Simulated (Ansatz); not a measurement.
Several settings converged on LuFe₂B₂ (I4mm, 5 atoms in the cell)

```
CELL_PARAMETERS angstrom
     -1.71407     1.71407     4.63813
      1.71407    -1.71407     4.63813
      1.71407     1.71407    -4.63813
ATOMIC_POSITIONS crystal
  Lu 0.00539 0.00539 0.00000
  Fe 0.75000 0.25000 0.50000
  Fe 0.25000 0.75000 0.50000
  B  0.60630 0.60630 0.00000
  B  0.39370 0.39370 0.00000
```
Moments meant for the start (each program seeds them in its own way; μB, in the order of the atoms Lu Fe Fe B B): 0.0 4.0 4.0 0.0 0.0.

Base method: PBEsol, default PAW files made with PBE (plane waves; Ansatz, a program for electronic structure).

Base settings: basis.ecutwfc = 420 eV; kpoints.mp_grid.grid = 5 5 5; hamiltonian.xc = pbesol; hamiltonian.pseudopotentials = {kind: paw} (the program's default PAW files); magnetization.spin_polarized = true; scf.occupations.method = fermi_dirac; scf.occupations.width = 0.1 eV.

The count of work is k-points × plane waves × bands × iterations; it is no time. 

**The cutoff for other potential files**

Level: DFT, PBEsol, plane waves, harder PAW files (source: ansatz) made with PBE.

In this ladder: hamiltonian.pseudopotentials = {kind: paw, source: ansatz}.

The second cell is the first with its lattice scaled by 0.98.

The mesh stays at the base's, so the ladder's end is converged at best in this setting alone.

The first pressure column holds Ansatz's estimate of the finite-basis (Pulay) stress, which hides part of the cutoff error; the other is without it.

Only quantities that move along the ladder and can be compared are tabulated.

| basis.ecutwfc | free energy less the last step's (meV/atom) | energy of the compressed cell less the first (meV/atom) | pressure (GPa) | pressure without the Pulay estimate (GPa) | largest difference of a force vector from the last step's (eV/Å) | count of work / last |
|---|---|---|---|---|---|---|
| 380 eV | 3643.77 | 1.64 | -12.50 | -294.57 | 0.456 | 0.11 |
| 465 eV | 708.82 | -0.58 | -5.08 | -65.94 | 0.121 | 0.16 |
| 590 eV | 67.09 | 5.69 | -5.01 | -12.43 | 0.013 | 0.23 |
| 715 eV | 5.07 | 6.04 | -4.76 | -5.56 | 0.003 | 0.31 |
| 845 eV | 0.41 | 6.18 | -4.74 | -4.77 | 0.000 | 0.35 |
| 1015 eV | 0.16 | 6.17 | -4.74 | -4.74 | 0.000 | 0.47 |
| 1265 eV | 0.09 | 6.17 | -4.74 | -4.74 | 0.000 | 0.71 |
| 1690 eV | 0.00 | 6.16 | -4.74 | -4.74 | 0.000 | 1.0 |

Coarsest basis.ecutwfc that holds the pressure within 1 GPa of the last step, with all finer ones: 465 eV, at 0.16 of the last step's count of work; the step before is off by 7.8 GPa.

Coarsest basis.ecutwfc that holds the energy of the compressed cell less the first within 1 meV/atom of the last step, with all finer ones: 590 eV, at 0.23 of the last step's count of work; the step before is off by 6.7 meV/atom.

Coarsest basis.ecutwfc that holds the forces within 0.02 eV/Å of the last step, with all finer ones: 590 eV, at 0.23 of the last step's count of work; the step before is off by 0.12 eV/Å.

The energy difference between the two cells stays within 1 meV/atom of the last step's from 590 eV on, the total only from 845 eV on: much of the error is common to both cells and cancels.

At the lowest cutoff the pressure without the Pulay estimate lies 290 GPa under the last step's, the usual sign of Pulay stress in an incomplete plane-wave basis.

**The density cutoff**

The mesh stays at the base's, so the ladder's end is converged at best in this setting alone.

Only quantities that move along the ladder and can be compared are tabulated.

| basis.ecutrho_ratio | pressure (GPa) |
|---|---|
| 2 | -4.70 |
| 3 | -4.78 |
| 4 | -4.78 |
| 5 | -4.78 |
| 6 | -4.78 |
| 8 | -4.78 |
| 10 | -4.78 |
| 12 | -4.78 |
| 16 | -4.78 |

Coarsest basis.ecutrho_ratio that holds the pressure within 0.05 GPa of the last step, with all finer ones: 3; the step before is off by 0.08 GPa.

**The relaxed cell against the cutoff**

On LuFe2B2 (I4/mmm, 5 atoms in the cell): atoms on their sites.

In this ladder: relax = cell and atoms.

The mesh stays at the base's, so the ladder's end is converged at best in this setting alone.

Only quantities that move along the ladder and can be compared are tabulated.

| basis.ecutwfc | relaxed volume (Å³/atom) | relaxation steps |
|---|---|---|
| 295 eV | 10.813 | 18 |
| 355 eV | 10.687 | 10 |
| 420 eV | 10.683 | 7 |
| 505 eV | 10.682 | 7 |
| 630 eV | 10.682 | 7 |
| 840 eV | 10.682 | 7 |

Coarsest basis.ecutwfc that holds the relaxed volume within 0.053 Å³/atom of the last step, with all finer ones: 355 eV; the step before is off by 0.13 Å³/atom.

At the lowest cutoff the cell relaxes to a volume 1.2 % larger than at the highest. Ansatz relaxes on a stress corrected for the finite basis.

On the base run: the starting cell comes from a database of computed structures (which also holds hypothetical and non-ambient phases and stackings), without a prior relaxation at this level. Its lattice was rescaled by up to half a per cent. One atom was moved a little off its site on purpose. The magnetic order is the one reached from the typed start; others were not searched systematically. Without a gap this mesh is coarse (it stands for a supercell whose shortest vector is 17 Å).

Left out of this page: 2 runs of the series stopped by limits of time or memory.

Keys are those of Ansatz 0.2.
